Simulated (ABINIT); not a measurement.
A self-consistent single point of Al (Fm-3m, 1 atom in the cell) with ABINIT.

Computed with LDA (PW92), norm-conserving pseudopotentials (PseudoDojo nc-sr-04 LDA standard) (plane waves; ABINIT).

```yaml
crystal:
  lattice:
    - [0.00000, 2.00272, 2.00272]
    - [2.00272, 0.00000, 2.00272]
    - [2.00272, 2.00272, 0.00000]
  atoms:
    - { symbol: Al, position: [0.00000, 0.00000, 0.00000] }
```

Reference input (self-consistent single point, DFT, PBE, plane waves, norm-conserving pseudopotentials (PseudoDojo nc-sr-05 PBE standard)): pseudos = [Al.upf]; ecut = 544 eV; occopt = 3; tsmear = 0.00367493 Ha; ngkpt = 14 14 14; nshiftk = 1; shiftk = 0 0 0; potentials = PseudoDojo nc-sr-05 PBE standard; nband = 7; kptopt = 1; nstep = 60; toldfe = 1e-09 Ha. This run's input differs from it in these lines:

```diff
@@ -1,2 +1,2 @@
-# Al, PseudoDojo nc-sr-05 PBE standard
+# Al, PseudoDojo nc-sr-04 LDA standard
 pp_dirpath "./"
@@ -13,3 +13,3 @@
 xcart    0.0000000000    0.0000000000    0.0000000000
-ecut 544 eV
+ecut 599 eV
 occopt 3
```

Its files differ too (potentials: PseudoDojo nc-sr-05 PBE standard → PseudoDojo nc-sr-04 LDA standard).

Log, with long lists cut:

```
--- !BeginCycle
solver: {iscf: 7, nstep: 60, nline: 4, wfoptalg: 0, }
tolerances: {toldfe: 1.00E-09, }
...

     iter   Etot(hartree)      deltaE(h)  residm     vres2
 ETOT  1  -2.3617254491770    -2.362E+00 5.632E-02 9.452E-01
 ETOT  2  -2.3631019502744    -1.377E-03 9.410E-03 4.596E-02
 ETOT  3  -2.3631072037270    -5.253E-06 3.052E-03 1.103E-04
 ETOT  4  -2.3631072200049    -1.628E-08 2.016E-03 4.291E-07
 ETOT  5  -2.3631072200762    -7.130E-11 1.637E-03 4.070E-09
 ETOT  6  -2.3631072200769    -6.506E-13 9.015E-04 1.964E-11
 At SCF step    6, etot is converged :
  for the second time, diff in etot=  6.506E-13 < toldfe=  1.000E-09

 Cartesian components of stress tensor (hartree/bohr^3)
  sigma(1 1)=  5.78648780E-05  sigma(3 2)=  0.00000000E+00
  sigma(2 2)=  5.78648780E-05  sigma(3 1)=  0.00000000E+00
  sigma(3 3)=  5.78648780E-05  sigma(2 1)=  0.00000000E+00

 ----iterations are completed or convergence reached----

 reduced coordinates (array xred) for    1 atoms
       0.000000000000      0.000000000000      0.000000000000
 cartesian forces (eV/Angstrom) at end:
    1     -0.00000000000000    -0.00000000000000    -0.00000000000000
 frms,max,avg= 0.0000000E+00 0.0000000E+00   0.000E+00  0.000E+00  0.000E+00 e/A
 length scales=  1.000000000000  1.000000000000  1.000000000000 bohr
   [... lines left out ...]
 Fermi (or HOMO) energy (hartree) =   0.28768   Average Vxc (hartree)=  -0.36869
   [... lines left out ...]
total_energy        : -2.36310722007688E+00
total_energy_eV     : -6.43034176678494E+01
band_energy         :  3.71058234336371E-01
...

-Cartesian components of stress tensor (GPa)         [Pressure= -1.7024E+00 GPa]
- sigma(1 1)=  1.70244320E+00  sigma(3 2)=  0.00000000E+00
- sigma(2 2)=  1.70244320E+00  sigma(3 1)=  0.00000000E+00
- sigma(3 3)=  1.70244320E+00  sigma(2 1)=  0.00000000E+00

 Calculation completed.
```

The run converged in 6 iterations. Against the reference run the pressure goes from 1.79 to -1.70 GPa.

The starting cell has typed, rounded lattice constants, without a prior relaxation at this level. Its lattice was rescaled by a random factor within 2.5 % of one.
